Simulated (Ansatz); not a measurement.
For AlB2-type HfB2, PBE-D4 (plane waves, PAW; Ansatz, a first-principles code) gives:

* **lattice parameter a**: 3.128 Å
* **c axis length**: 3.443 Å

Problem. What does PBE0 (Ansatz, PAW) give for the same quantities?

Solution. 
- lattice constant a: 3.134 Å (rises by 0.2 %)
- lattice parameter c: 3.477 Å (rises by 1.0 %)

For comparison: lattice constant a 3.14 Å (measured, temperature not stated, copied from a table, unchecked, not corrected to a static lattice; as tabulated in Journal of Nuclear Materials 21, 14 (1967)); lattice parameter c 3.48 Å (measured, temperature not stated, copied from a table, unchecked, not corrected to a static lattice; as tabulated in Journal of Nuclear Materials 21, 14 (1967)).

Changes are worked out from the printed values.

Unless a cell is named, each level is at its own relaxed cell (PBE-D4 9.73, PBE0 9.86 Å³/atom).

Levels without +SOC leave out spin–orbit coupling, which shifts energies and cells of such heavy elements.

Ansatz's density-functional and Hartree–Fock values are scalar-relativistic unless marked +SOC, with PAW data made under PBE.
